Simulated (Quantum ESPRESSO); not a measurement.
**Sensitivity of a calculation on H4NF (P6_3mc, 12 atoms in the cell) to its settings**

H4NF has the hexagonal space group P6₃mc (No. 186), Pearson symbol hP12. Conventional cell: a = 4.408 Å, b = 4.408 Å, c = 7.136 Å, α = 90.00°, β = 90.00°, γ = 120.00°. H1 on 6c is coordinated by 1 N at 1.042 Å. H2 on 2b sees 1 N at 1.042 Å. N on 2b is surrounded by 4 H at 1.042 Å (tetrahedral). F on 2b is surrounded by no neighbour by this rule. (Neighbours: up to the widest gap in distance over summed covalent radii, below 1.35, at either atom.)

Base run A: PBEsol, GBRV 1.5 ultrasoft (PBESOL) pseudopotentials (Quantum ESPRESSO 7.5), self-consistent single point.

Its settings: ecutwfc = 40 Ry; ecutrho = 200 Ry; occupations = fixed; potentials = {H: h_pbesol_v1.4.uspp.F.UPF, N: n_pbesol_v1.2.uspp.F.UPF, F: f_pbesol_v1.4.uspp.F.UPF}; K_POINTS = automatic 7 7 4 0 0 0; nbnd = 20; conv_thr = 1e-10 Ry; mixing_beta = 0.5.

The starting cell comes from a database of computed structures (which also holds hypothetical and non-ambient phases and stackings), without a prior relaxation at this level.

ΔF is the free energy per atom less that of run A. A dash stands where there is no value to compare (another energy zero or no entropy term, no result, no spin, no clean gap, or a mesh too coarse for one). Total energies depend on the potentials, the functional and any Hubbard or dispersion term, so they are compared only between runs that share all of them.

Run A gave: pressure (GPa) 2.29; largest force (eV/Å) 0.758; k-points 24.

Runs:
- B: occupations: fixed → tetrahedra_opt; nbnd: 20 → default
- C: lattice scaled by 0.985
- D: ecutwfc: 40 Ry → 80 Ry; ecutrho: 200 Ry → 400 Ry
- E: nosym: default → true
- F: K_POINTS: automatic 7 7 4 0 0 0 → automatic 10 10 5 0 0 0
- G: conv_thr: 1e-10 Ry → 7.3e-12 Ry
- H: nbnd: 20 → 16
- I: ecutwfc: 40 Ry → 75 Ry; ecutrho: 200 Ry → default; pseudopotentials: {H: h_pbesol_v1.4.uspp.F.UPF, N: n_pbesol_v1.2.uspp.F.UPF, F: f_pbesol_v1.4.uspp.F.UPF} → {H: H_ONCV_PBE-1.0.oncvpsp.upf, N: N.oncvpsp.upf, F: F.oncvpsp.upf}; input_dft: default → pbesol…
- J: diago_full_acc: default → true
- K: conv_thr: 1e-10 Ry → 1e-05 Ry

Question: What does run C change against A?

Answer: The free energy goes up by 11.7 meV/atom, the pressure goes from 2.29 to 5.99 GPa, the largest force goes from 0.758 to 1.347 eV/Å and the gap on the mesh goes from 6.166 to 6.281 eV.

Question: What does run I change against A?

Answer: The pressure goes from 2.29 to 1.14 GPa, the largest force goes from 0.758 to 0.484 eV/Å and the gap on the mesh hardly changes (6.166 to 6.175 eV).

Question: What does run K change against A?

Answer: The free energy is nearly the same (within 1 meV/atom), the pressure goes from 2.29 to 1.88 GPa, the largest force moves little (0.758 to 0.763 eV/Å) and the gap on the mesh hardly changes (6.166 to 6.159 eV).

```csv
run,ΔF (meV/atom),pressure (GPa),largest force (eV/Å),k-points
A,0.00,2.29,0.758,24
B,0.00,2.29,0.758,24
C,11.7,5.99,1.347,24
D,-2.2,2.43,0.757,24
E,0.00,2.29,0.758,99
F,0.00,2.29,0.758,42
G,0.00,2.29,0.758,24
H,0.00,2.29,0.758,24
I,–,1.14,0.484,24
J,0.00,2.29,0.758,24
K,0.00,1.88,0.763,24
```
